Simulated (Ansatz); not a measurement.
The starting structures come from a database of crystals and need not be the phases stable at ambient conditions.

 Where the default PAW files enter, the runs use the earlier of Ansatz's two default sets.

The decay constant κ of evanescent states in the gap governs leakage through a thin film.

Input:

```xyz
16
Lattice="5.8952 0.0000 0.0000 0.0000 6.2392 0.0000 1.3229 0.0000 5.7774" Properties=species:S:1:pos:R:3 pbc="T T T"
Li     4.4238     2.2532     1.9937
Li     2.7942     3.9860     3.7837
Li     5.7418     5.3729     3.7837
Li     1.4762     0.8664     1.9937
La     5.8085     2.6926     4.6218
La     1.4095     3.5466     1.1555
La     4.3571     5.8122     1.1555
La     2.8609     0.4270     4.6218
O      5.9315     1.4935     0.5030
O      1.2865     4.7457     5.2744
O      4.2341     4.6131     5.2744
O      2.9839     1.6261     0.5030
O      1.9845     2.2949     3.3036
O      5.2335     3.9443     2.4738
O      2.2859     5.4145     2.4738
O      4.9321     0.8247     3.3036
```

Space group of this cell: P2_1/c. The cell is taken as given; by r2SCAN its mean pressure is -2.1 GPa.

Transport runs along the normal of the first two printed cell vectors.

No gap correction and no spin-orbit coupling; mid-gap values are interpolated between computed energies.

### Question
State the band gap and the smallest decay constant κ at mid-gap according to r2SCAN in Ansatz (a quantum-chemistry and plane-wave program).

### Answer
Gap 4.20 eV on a 6×6×6 mesh; κ = 0.407 1/Å, at the zone centre.
